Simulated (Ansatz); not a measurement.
The starting structures come from a database of crystals and need not be the phases stable at ambient conditions.

**Evanescent states of NaLiZnS$_{2}$ (P3m1, not sure to be the ambient phase, 5 atoms a cell, 18.7 Å³ an atom) along the normal of (001)**

Level of theory: r2SCAN (plane waves, PAW; Ansatz, a first-principles code).

No gap correction and no spin-orbit coupling; mid-gap values are interpolated between computed energies.

Energies count from the valence-band top; κ is the least over a 12×12 mesh across the current.

```tsv
E (eV)	κ (1/Å)	where
0.06	0.138	Γ
0.18	0.156	Γ
0.30	0.171	Γ
0.42	0.183	Γ
0.54	0.192	Γ
0.66	0.200	Γ
0.78	0.205	Γ
0.90	0.209	Γ
1.02	0.211	Γ
1.14	0.212	Γ
1.26	0.211	Γ
1.38	0.208	Γ
1.50	0.204	Γ
1.62	0.197	Γ
1.74	0.188	Γ
1.86	0.177	Γ
1.98	0.161	Γ
2.10	0.140	Γ
2.22	0.109	Γ
2.34	0.053	Γ
```

Question: How thick must the barrier be to attenuate the transmission by 10^6 when the electrodes' Fermi level lies at 2.34 eV, and what attenuation does that film give at 0.30 eV?

Answer: d = 6 ln 10 / (2 × 0.053) = 130.3 Å. At 0.30 eV it gives 6 × 0.171/0.053 = 19.4 decades.
